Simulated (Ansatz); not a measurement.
Base system: MgSe in the rock salt structure (space group Fm-3m, No. 225; a = 5.472 Å).

Method: r2SCAN (Ansatz, a quantum-chemistry and plane-wave program), scalar-relativistic without spin-orbit coupling.

For the base:

- Electron mass: 0.48 mₑ along k, 0.25 mₑ across (at X)
- Band gap: 2.48 eV
- Volume per atom: 20.48 Å³
- Hole mass: 0.20, 0.79, 0.79 mₑ (at Γ)

The change: full substitution Mg → Ca; the structure is relaxed again.

What does the calculation give for the electron mass after the change?

The electron mass goes from 0.48 mₑ along k, 0.25 mₑ across (at X) to 1.4 mₑ along k, 0.29 mₑ across (at X).

What happens to the band gap?

The band gap goes up by 0.04 eV, from 2.48 eV to 2.52 eV.

What happens to the volume per atom?

The volume per atom goes up by 5.64 Å³ (20.48 Å³ → 26.12 Å³).

Estimate the effect on the hole mass.

The hole mass (degenerate bands, along [100]) changes from 0.20, 0.79, 0.79 mₑ (at Γ) to 0.20, 1.00, 1.00 mₑ (at Γ).

Effective masses come from finite differences of ±0.01 Å⁻¹. Along k means along the line from Γ to the band edge. Stability against distortions was not tested.
